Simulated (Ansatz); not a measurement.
A working Ansatz (an electronic-structure program) input for Pr3Pb (Pm-3m, 4 atoms in the cell) (DFT, LDA (PW92), plane waves, default PAW files made with PBE):

Ansatz 0.2 input:
```yaml
# Pr3Pb
crystal:
  lattice:
    - [4.94800000, 0.00000000, 0.00000000]
    - [0.00000000, 4.94800000, 0.00000000]
    - [0.00000000, 0.00000000, 4.94800000]
  atoms:
    - { symbol: Pb, position: [0.00000000, 0.00000000, 0.00000000] }
    - { symbol: Pr, position: [0.00000000, 0.50000000, 0.50000000], spin: 2.0 }
    - { symbol: Pr, position: [0.50000000, 0.00000000, 0.50000000], spin: 2.0 }
    - { symbol: Pr, position: [0.50000000, 0.50000000, 0.00000000], spin: 2.0 }
kpoints:
  mp_grid: { grid: [7, 7, 7], shift: [0.5, 0.5, 0.5] }
hamiltonian:
  xc: lda
  pseudopotentials: { kind: paw }
magnetization:
  spin_polarized: true
scf:
  occupations: { method: cold, width: 0.2 eV }
output:
  forces: true
  eigenvalues: true
  stress: true
```

The run converged in 17 iterations: free energy E − TS (on the zero of these files) -31859.5100 eV; Fermi level (on the code's own zero) 12.83 eV; pressure -6.60 GPa; size of the cell's spin moment 8.19 μB. Each of these slips is then made, one at a time:

(1)
```diff
-magnetization:
-  spin_polarized: true
```

(2)
```diff
-  occupations: { method: cold, width: 0.2 eV }
+  occupations: { method: fixed }
```

What happens in each case?


(1) Moments on atoms without the switch for spin. The program stopped before any SCF iteration, with the message: Error: inconsistent input (magnetization.spin_polarized): false but per-atom `spin:`, `per_species`, `initial_magnetization`, `magnetic_field`, or `spin_locking` is set.

(2) Fixed occupations in a spin-polarised run with a free moment. The program stopped before any SCF iteration.
```
Error: inconsistent input (scf.occupations.method, magnetization): a σ = 0 step fill (method: fixed, or a smearing width below the step floor) cannot realise an odd electron count (53) without a locked total moment — the per-k integer fill puts the same N_el/2 bands in each spin channel; set magnetization.spin_polarized: true with magnetization.spi [...]
```

The starting cell comes from a database of published, mostly measured structures (it also holds non-ambient and calculated ones), without a prior relaxation at this level. The magnetic order is the one reached from the typed start; others were not searched systematically. With U or open f shells several self-consistent states can exist. The f electrons are in the valence without U or exact exchange, which can misplace them near the Fermi level. Spin-orbit terms, which matter for f shells, are left out. In the base run, with a pressure of about -7 GPa the cell is away from its equilibrium volume at this level. Ansatz's pressure includes its estimate of the finite-basis (Pulay) stress.

Left out of this page: 3 runs of the series with a known weakness of the program.
